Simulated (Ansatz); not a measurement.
**Short convergence ladders for FeAl (P4mm, 2 atoms in the cell)**

```
FeAl
1.0
    2.91873     0.00000     0.00000
    0.00000     2.91873     0.00000
    0.00000     0.00000     2.91873
Al Fe
1 1
Direct
  0.50000   0.50000   0.51713
  0.00000   0.00000   0.00000
```

Base method: LDA (PW92), default PAW files made with PBE (plane waves; Ansatz, a first-principles code).

Base settings: basis.ecutwfc = 420 eV; kpoints.mp_grid.grid = 11 11 11; hamiltonian.xc = lda; hamiltonian.pseudopotentials = {kind: paw} (the program's default PAW files); scf.occupations.method = fermi_dirac; scf.occupations.width = 0.1 eV.

The count of work is k-points × plane waves × bands × iterations; it is no time. 

**The cutoff for other potential files**

Level: DFT, LDA (PW92), plane waves, harder PAW files (source: ansatz) made with PBE.

In this ladder: hamiltonian.pseudopotentials = {kind: paw, source: ansatz}.

The second cell is the first with its lattice scaled by 0.98.

The mesh stays at the base's, so the ladder's end is converged at best in this setting alone.

The first pressure column holds Ansatz's estimate of the finite-basis (Pulay) stress, which hides part of the cutoff error; the other is without it.

Only quantities that move along the ladder and can be compared are tabulated.

```csv
basis.ecutwfc,free energy less the last step's (meV/atom),energy of the compressed cell less the first (meV/atom),pressure (GPa),pressure without the Pulay estimate (GPa),largest difference of a force vector from the last step's (eV/Å),count of work / last
405 eV,3979.96,-76.42,-22.87,-266.27,0.098,0.11
495 eV,806.51,-69.32,-17.87,-81.27,0.002,0.14
630 eV,57.98,-64.43,-18.17,-24.60,0.002,0.21
765 eV,2.75,-62.87,-17.89,-18.27,0.000,0.28
900 eV,0.45,-62.79,-17.87,-17.89,0.000,0.35
1080 eV,0.25,-62.79,-17.88,-17.88,0.000,0.46
1350 eV,0.06,-62.79,-17.87,-17.88,0.000,0.65
1800 eV,0.00,-62.79,-17.87,-17.88,0.000,1.0
```

Coarsest basis.ecutwfc that holds the pressure without the Pulay estimate within 0.1 GPa of the last step, with all finer ones: 900 eV, at 0.35 of the last step's count of work; the step before is off by 0.39 GPa.

Coarsest basis.ecutwfc that holds the pressure within 0.5 GPa of the last step, with all finer ones: 495 eV, at 0.14 of the last step's count of work; the step before is off by 5.0 GPa.

Coarsest basis.ecutwfc that holds the forces within 0.005 eV/Å of the last step, with all finer ones: 495 eV, at 0.14 of the last step's count of work; the step before is off by 0.098 eV/Å.

The energy difference between the two cells stays within 1 meV/atom of the last step's from 765 eV on, the total only from 900 eV on: much of the error is common to both cells and cancels.

At the lowest cutoff the pressure without the Pulay estimate lies 248 GPa under the last step's, the usual sign of Pulay stress in an incomplete plane-wave basis.

**The relaxed cell against the cutoff**

On FeAl (Pm-3m, 2 atoms in the cell): atoms on their sites.

In this ladder: relax = cell and atoms.

The mesh stays at the base's, so the ladder's end is converged at best in this setting alone.

Only quantities that move along the ladder and can be compared are tabulated.

```csv
basis.ecutwfc,relaxed volume (Å³/atom),relaxation steps
250 eV,11.033,35
295 eV,11.255,16
355 eV,11.160,10
420 eV,11.131,7
505 eV,11.131,5
630 eV,11.131,5
840 eV,11.131,5
```

Coarsest basis.ecutwfc that holds the relaxed volume within 0.022 Å³/atom of the last step, with all finer ones: 420 eV; the step before is off by 0.029 Å³/atom.

At the lowest cutoff the cell relaxes to a volume 0.9 % smaller than at the highest. Ansatz relaxes on a stress corrected for the finite basis.

On the base run: the starting cell has typed, rounded lattice constants, without a prior relaxation at this level. Its lattice was rescaled by up to half a per cent. One atom was moved a little off its site on purpose. Spin polarisation is off.

Left out of this page: 1 run of the series failed or unconverged.

Keys are those of Ansatz 0.2.
